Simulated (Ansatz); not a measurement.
**Response to strain in AlN**

Take AlN in the wurtzite structure (space group P6_3mc, No. 186) as the base.

```xyz
4
Lattice="3.1138 0.0000 0.0000 -1.5569 2.6966 0.0000 0.0000 0.0000 4.9833" Properties=species:S:1:pos:R:3 pbc="T T T"
Al     0.0000     1.7978     4.9833
Al     1.5569     0.8989     2.4917
N      0.0000     1.7978     1.9037
N      1.5569     0.8989     4.3953
```

Cartesian axes are those of the cell as printed.

Strains are applied to the cell and any free atomic positions relax; under biaxial strain the out-of-plane vector relaxes too.

Computed with Kohn–Sham DFT with the PBEsol functional, run in Ansatz (a first-principles code) with PAW and 420 eV plane waves, no spin-orbit coupling.

Notes on the quantities. pressure: mean of the normal stresses, compression positive.

```csv
case,pressure,width of the top valence band,electron mass,out-of-plane strain
base,0.01 GPa,2.41 eV,–,–
"biaxial strain +0.60 %, plane normal [001], relaxed out of plane",-1.76 GPa,2.44 eV,0.29 mₑ (at Γ),-0.36 %
"biaxial strain +1.20 %, plane normal [001], relaxed out of plane",-3.43 GPa,2.48 eV,0.29 mₑ (at Γ),-0.75 %
"biaxial strain +1.80 %, plane normal [001], relaxed out of plane",…,2.50 eV,0.29 mₑ (at Γ),…
"biaxial strain +2.40 %, plane normal [001], relaxed out of plane",-6.50 GPa,2.50 eV,0.28 mₑ (at Γ),-1.56 %
"biaxial strain +3.00 %, plane normal [001], relaxed out of plane",-7.91 GPa,2.50 eV,0.28 mₑ (at Γ),-2.00 %
```

Task: Fill in the withheld entries from the trend.

Result: 
- biaxial strain +1.80 %, plane normal [001], relaxed out of plane, pressure: -5.01 GPa
- biaxial strain +1.80 %, plane normal [001], relaxed out of plane, out-of-plane strain: -1.14 %

The levels and masses belong to the bands next to the band gap. Effective masses come from finite differences of ±0.01 Å⁻¹. Stability against distortions was not tested.
